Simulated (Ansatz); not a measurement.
For GeSe (model structure, started from the NiAs type, P6₃/mmc, No. 194, 4 atoms in the cell), PBE (Ansatz, an electronic-structure program, PAW) gives:

| Property | Value |
|---|---|
| lattice constant a | 3.935 Å |
| c axis length | 6.941 Å |
| cohesive energy | 3.32 eV/atom |

**Question.** What does PBE-D3(BJ) in Ansatz (PAW) give for the same quantities?

**Answer.** 
- lattice constant a: 3.857 Å (drops by 2.0 %)
- lattice parameter c: 6.911 Å (decreases by 0.4 %)
- cohesive energy: 3.66 eV/atom (increases by 0.34 eV/atom)

Changes are worked out from the printed values.

Unless a cell is named, each level is at its own relaxed cell (PBE 23.27, PBE-D3(BJ) 22.26 Å³/atom).

Caveats: a distance lies near a switch of the dispersion term, which can move the cell (PBE-D3(BJ)). Ansatz's density-functional and Hartree–Fock values are scalar-relativistic unless marked +SOC, with PAW data made under PBE.

A model structure was made by putting elements into a prototype or built by hand; it is no filed structure, need not be a known phase, and can be a saddle point held by its symmetry.
